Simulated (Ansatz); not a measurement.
Levels about the gap of amorphous In₁₀Ga₁₀Zn₅O₃₅ (60 atoms in a cell of 794 Å³, 5.71 g/cm³; zone centre alone, so wide bands show as single levels with stretches between that a denser mesh fills), at the geometry that PBE relaxed, where it gives 0.1 GPa on a denser mesh. The participation number counts the atoms over which a state spreads; weights are charges in smoothed Voronoi cells. The levels come from a single point, so bond lengths are those of that geometry. Method of the levels: PBE, scalar-relativistic without spin-orbit coupling (Ansatz, a quantum-chemistry and plane-wave program). Sampling: the zone centre alone; Fermi-Dirac width 0.02 eV; no spin polarisation. At PBE the levels at the filled edge of the gap are localised (band-tail or defect states).

It comes from a melt-quench run on a machine-learned potential (CHGNet), relaxed afterwards by DFT. O atoms were pushed apart under 1.9 Å during the dynamics, to hinder bonds among them. The hot cell started wider than the set density and was brought back towards it in steps. It is the lowest in DFT energy of 2 quenches. It is a model cell: composition and starting density were chosen by hand, and all elements were melted together. No dispersion term was used. A short ab initio anneal came between quench and relaxation. Its density started from a set value of 5.74 and ended at 5.71 g/cm³. Cooling (nominally 84 K/ps over its main leg) ran many orders faster than in experiment, which tends to leave more defects and strain. One small periodic cell is one sample of the glass; other quenches scatter about these values. The volume was free in the relaxation, at fixed shape. Stress components on the final sampling reach 1.4 GPa.

```json
[
 {"E - E(highest filled), eV": "-0.38", "filling": "filled", "participation number": "22.4", "largest on": "O, 3 neighbours", "weight O": "0.88", "weight In": "0.02", "weight Ga": "0.02", "weight Zn": "0.07"},
 {"E - E(highest filled), eV": "-0.34", "filling": "filled", "participation number": "18.0", "largest on": "O, 3 neighbours", "weight O": "0.86", "weight In": "0.02", "weight Ga": "0.02", "weight Zn": "0.10"},
 {"E - E(highest filled), eV": "-0.29", "filling": "filled", "participation number": "22.0", "largest on": "O, 3 neighbours", "weight O": "0.86", "weight In": "0.03", "weight Ga": "0.02", "weight Zn": "0.10"},
 {"E - E(highest filled), eV": "-0.26", "filling": "filled", "participation number": "15.9", "largest on": "O, 3 neighbours", "weight O": "0.91", "weight In": "0.03", "weight Ga": "0.02", "weight Zn": "0.04"},
 {"E - E(highest filled), eV": "-0.22", "filling": "filled", "participation number": "15.2", "largest on": "O, 3 neighbours", "weight O": "0.90", "weight In": "0.02", "weight Ga": "0.02", "weight Zn": "0.06"},
 {"E - E(highest filled), eV": "-0.12", "filling": "filled", "participation number": "7.9", "largest on": "O, 3 neighbours", "weight O": "0.90", "weight In": "0.01", "weight Ga": "0.03", "weight Zn": "0.06"},
 {"E - E(highest filled), eV": "0.00", "filling": "filled", "participation number": "7.5", "largest on": "O, 3 neighbours", "weight O": "0.86", "weight In": "0.01", "weight Ga": "0.02", "weight Zn": "0.11"},
 {"E - E(highest filled), eV": "0.86", "filling": "empty", "participation number": "55.2", "largest on": "In, 6 neighbours", "weight O": "0.52", "weight In": "0.24", "weight Ga": "0.14", "weight Zn": "0.09"},
 {"E - E(highest filled), eV": "3.44", "filling": "empty", "participation number": "24.4", "largest on": "In, 5 neighbours", "weight O": "0.56", "weight In": "0.32", "weight Ga": "0.06", "weight Zn": "0.06"},
 {"E - E(highest filled), eV": "3.74", "filling": "empty", "participation number": "33.8", "largest on": "In, 5 neighbours", "weight O": "0.57", "weight In": "0.30", "weight Ga": "0.08", "weight Zn": "0.06"},
 {"E - E(highest filled), eV": "3.83", "filling": "empty", "participation number": "30.1", "largest on": "In, 5 neighbours", "weight O": "0.58", "weight In": "0.33", "weight Ga": "0.05", "weight Zn": "0.04"},
 {"E - E(highest filled), eV": "3.90", "filling": "empty", "participation number": "34.3", "largest on": "In, 5 neighbours", "weight O": "0.57", "weight In": "0.30", "weight Ga": "0.09", "weight Zn": "0.03"},
 {"E - E(highest filled), eV": "4.02", "filling": "empty", "participation number": "33.5", "largest on": "In, 5 neighbours", "weight O": "0.57", "weight In": "0.30", "weight Ga": "0.10", "weight Zn": "0.04"},
 {"E - E(highest filled), eV": "4.20", "filling": "empty", "participation number": "43.4", "largest on": "Ga, 4 neighbours", "weight O": "0.58", "weight In": "0.20", "weight Ga": "0.15", "weight Zn": "0.06"}
]
```

Most localised among these is the filled level at +0.00 eV, on a O atom, which has 3 neighbours (Ga 1.81 Å, Zn 1.89 Å, Zn 1.97 Å).
